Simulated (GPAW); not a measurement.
GPAW is run on CrI₃ (R-3, 8 atoms in the cell), and the run fails. The aim is a self-consistent single point with DFT PBE, plane waves, GPAW PAW datasets PBE (gpaw-data 1.0.1).

Cell that was meant: a = 7.0279 Å, b = 7.0279 Å, c = 7.0279 Å, α = 54.83°, β = 54.83°, γ = 54.83°.

Part of the input:

```python
            xc='PBE',
            kpts=(3, 3, 3),
            occupations={'name': 'methfessel-paxton', 'width': 0.136, 'order': 1},
            nbands=26,
            convergence={'density': 1e-05},
            symmetry={'symmorphic': False, 'tolerance': 0.0005},
            maxiter=100)
```

The program printed (abridged):

```
Input parameters:
  convergence: {density: 1e-05}
  kpts: [3 3 3]
  maxiter: 100
  mode: {ecut: 850.0,
         name: pw}
  nbands: 26
  occupations: {name: methfessel-paxton,
                order: 1,
                width: 0.136}
  spinpol: True
  symmetry: {symmorphic: False,
             tolerance: 0.0005}
  xc: PBE

species:
  Cr:
    name: Chromium
    Z: 24.0
    valence: 6
    core: 18
    charge: 0.0
    file: Cr.PBE.gz

    # Using partial waves for Cr as LCAO basis

  I:
    name: Iodine
    Z: 53.0
    valence: 7
    core: 46
    charge: 0.0
    file: I.PBE.gz

    # Using partial waves for I as LCAO basis

Reference energy: -1218409.528897  # eV

Spin-polarized calculation.
Initial magnetic moment: 6.000000

Traceback (most recent call last):
   [... frames left out ...]
ValueError: Too few bands!  Electrons: 54.000000, bands: 26
```

### Question
From the messages shown, name the fault and mend the input.

### Answer
The fault is too few bands; here the program stops on it instead of giving results. To fix it, raise the band count or leave it to the default. The program stopped before any SCF iteration.

The sound input it was made from differs as follows (other fixes are possible):
```diff
-            nbands=26,
+            nbands=-12,
```

With that input, the run converged in 26 iterations: free energy E − TS (from the program's reference atoms) -29.7614 eV; pressure 8.64 GPa; largest force (vector length) 0.435 eV/Å; size of the cell's spin moment 6.00 μB; site moments (μB, in the program's spheres or projections) Cr 2.79, Cr 2.79, I -0.04, I -0.04, I -0.04, I -0.04, I -0.04, I -0.04 (DFT PBE, plane waves, GPAW PAW datasets PBE (gpaw-data 1.0.1)).

On the sound input: the starting cell was generated: these elements placed on a structure prototype, without a prior relaxation; it need not be a known phase or ordering of this composition. Its lattice was rescaled by a random factor within 2.5 % of one. Spin-orbit coupling is off. The magnetic order is the one reached from the typed start; others were not searched systematically. With a pressure of about 9 GPa the cell is away from its equilibrium volume at this level.
